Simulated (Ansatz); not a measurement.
N on the O site + O vacancy (N_O+V_O) in metastable polar orthorhombic HfO2 (start: the O(2) site; O(1) 2.55 Å away; 96-site cell, 2×2×2 shifted sampling). Level of theory: PBE, PAW (plane waves to 420 eV; Ansatz, an electronic-structure program). Total energies of the localised charge states, counted from that of charge +1, and their image corrections (point charge with alignment); the host's valence-band maximum lies at 14.475 eV on the cells' energy zero and its gap is 4.36 eV.

| charge | moment (μB) | E − E(first) (eV) | correction (eV) |
|---|---|---|---|
| +1 | not spin-polarised | 0.000 | -0.012 |
| 0 | 1.0 | 17.409 | 0.000 |

### Question
Derive the transition levels above the valence-band maximum and say which of them are thermodynamic.

### Answer
A level is the Fermi energy at which two charges have equal formation energy: ε(q/q′) = [E(q′) + corr(q′) − E(q) − corr(q)] / (q − q′) − E_VBM.
ε(+1/0) = [(17.409 + 0.000) − (0.000 + -0.012)] / 1 − 14.475 = 2.95 eV
Thermodynamic levels at least 0.1 eV inside the gap: (+1/0) at 2.95 eV. They hold to tenths of an eV in this cell. Charges with a result: +1, 0. Others weren't obtained, and one of them could lie lower, also by skipping a charge. The geometries come from one start. Flagged in the runs: a host whose relaxation on this sampling wasn't shown to rest, a strain field that reaches the edge of the cell.
